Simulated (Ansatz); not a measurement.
A relaxation of the atoms of Ca (Cm, 4 atoms in the cell) with Ansatz (an electronic-structure program).

Method: LDA (PW92), default PAW files made with PBE (plane waves; Ansatz).

The change in words: one atom moved by 0.15 angstrom; relax: default → atoms; relax.f_tol: default → 0.05 eV/Å. Reference geometry:
```yaml
crystal:
  lattice:
    - [3.44565, -3.65114, 0.00000]
    - [3.44565, 3.65114, 0.00000]
    - [0.00000, 0.00000, 6.97407]
  atoms:
    - { symbol: Ca, position: [0.16179, 0.83821, 0.19651] }
    - { symbol: Ca, position: [0.83821, 0.16179, 0.80349] }
    - { symbol: Ca, position: [0.33821, 0.66179, 0.69651] }
    - { symbol: Ca, position: [0.66179, 0.33821, 0.30349] }
```

Reference input (self-consistent single point, DFT, LDA (PW92), plane waves, default PAW files made with PBE): basis.ecutwfc = 420 eV; kpoints.mp_grid.grid = 7 7 5; hamiltonian.xc = lda; hamiltonian.pseudopotentials = {kind: paw} (the program's default PAW files); scf.occupations.method = fermi_dirac; scf.occupations.width = 0.1 eV. This run's input differs from it in these lines:

```diff
@@ -6,3 +6,3 @@
   atoms:
-    - { symbol: Ca, position: [0.161790, 0.838210, 0.196510] }
+    - { symbol: Ca, position: [0.161790, 0.838210, 0.218018] }
     - { symbol: Ca, position: [0.838210, 0.161790, 0.803490] }
@@ -19,2 +19,4 @@
   occupations: { method: fermi_dirac, width: 0.1 }
+relax:
+  f_tol: 0.05
 output:
```

Log, with long lists cut:

```
   [... SCF lines of the steps left out ...]
relax step   1: F+E_penalty+E_count = -7089.31012677 eV  Δ(F+E_penalty+E_count) = +0.000e0 eV  max|allowed force component| = 2.429e-1 eV/Å  Δτ_max = 0.0000 Å  (6 SCF iters, dr2 threshold 6.25e-5 eV, accepted)
relax step   2: F+E_penalty+E_count = -7089.32532696 eV  Δ(F+E_penalty+E_count) = -1.520e-2 eV  max|allowed force component| = 1.308e-1 eV/Å  Δτ_max = 0.0597 Å  (5 SCF iters, dr2 threshold 3.69e-6 eV, accepted)
   [... lines left out ...]
relax step   6: F+E_penalty+E_count = -7089.60511339 eV  Δ(F+E_penalty+E_count) = -1.008e-1 eV  max|allowed force component| = 3.157e-1 eV/Å  Δτ_max = 0.1921 Å  (5 SCF iters, dr2 threshold 1.00e-4 eV, accepted)
relax step   7: F+E_penalty+E_count = -7089.67926593 eV  Δ(F+E_penalty+E_count) = -7.415e-2 eV  max|allowed force component| = 9.447e-2 eV/Å  Δτ_max = 0.1945 Å  (5 SCF iters, dr2 threshold 7.79e-5 eV, accepted)
relax step   8: F+E_penalty+E_count = -7089.69071769 eV  Δ(F+E_penalty+E_count) = -1.145e-2 eV  max|allowed force component| = 4.609e-3 eV/Å  Δτ_max = 0.1035 Å  (6 SCF iters, accepted)
the relaxation is at rest under the 2 symmetry operations that the run kept from its start: a minimum is not shown …
Free energy (F): -7089.690718 eV
Internal energy: -7089.524435 eV  (E = F + TS)
E sigma→0 (E₀):  -7089.607576 eV
Entropy (-TS):   -0.166283 eV (-41.571 meV/atom)
Fermi energy:    4.416655 eV
--- Forces (eV/Å), atoms counted from 1 ---
  atom   1  Ca     0.00000000     0.00208567     0.00408701
  atom   2  Ca     0.00000000    -0.00224743    -0.00190408
  atom   3  Ca     0.00000000     0.00460929     0.00160728
  atom   4  Ca     0.00000000    -0.00444793    -0.00379009
--- Stress (GPa, compression-positive) ---
       -2.579389       0.000000       0.000000
   [... lines left out ...]
  atoms:
    - { symbol: Ca, position: [0.24998129731270868, 0.7500187026872913, 0.13007778661685168] }
    - { symbol: Ca, position: [0.7499859399743387, 0.2500140600256613, 0.8806189281557557] }
    - { symbol: Ca, position: [0.2504920778287645, 0.7495079221712355, 0.6301470764236821] }
    - { symbol: Ca, position: [0.7495406848841881, 0.2504593151158119, 0.3806642088037109] }
```

The run converged.  The full log also holds: “iter 4 did not close the SCF: its close was put off for the readings that it lacked (scf_convergence_deferred on its scf_iter line)”. The full log also holds: “iter 5 did not close the SCF: its close was put off for the readings that it lacked (scf_convergence_deferred on its scf_iter line)”.

Summary of the result:
* **Free energy E − TS (on the zero of these files)**: -7089.6907 eV
* **Fermi level (on the code's own zero)**: 4.42 eV
* **Pressure**: -1.36 GPa
* **Largest force (vector length)**: 0.006 eV/Å
* **Relaxation steps**: 8

The starting cell comes from a database of computed structures (which also holds hypothetical and non-ambient phases and stackings), without a prior relaxation at this level. Its lattice was rescaled by up to half a per cent. For this run, on top of that: one atom moved by 0.15 angstrom. Ansatz's pressure includes its estimate of the finite-basis (Pulay) stress.

Cost on one core of a shared machine: roughly 4 min.

Keys are those of Ansatz 0.2.
